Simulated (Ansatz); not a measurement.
Results of HSE06+SOC (PAW; Ansatz, an electronic-structure program) for YOF (P4/nmm, No. 129, 6 atoms in the cell; start mp-10219).

Settings: plane-wave cutoff 460 eV, 6×6×4 k mesh (along the axes of the cell as run), Fermi–Dirac smearing 0.01 eV, PAW data made under PBE.

Cell (relaxed with PBEsol):

```
CELL_PARAMETERS angstrom
      3.81102     0.00000     0.00000
      0.00000     3.81102     0.00000
      0.00000     0.00000     5.42145
ATOMIC_POSITIONS crystal
  Y  0.50000 0.00000 0.71131
  Y  0.00000 0.50000 0.28869
  O  0.00000 0.00000 0.50000
  O  0.50000 0.50000 0.50000
  F  0.50000 0.50000 0.00000
  F  0.00000 0.00000 0.00000
```

Predict the band gap and smallest direct gap on the k points sampled.


* **band gap**: 6.75 eV (indirect)
* **smallest direct gap on the k points sampled**: 6.98 eV

Note: cell and atoms aren't relaxed at this level (pressure 2.2 GPa).

The computed numbers hold no vibrational or temperature effects.

A start named mp-… is a Materials Project structure, which need not be a measured phase.
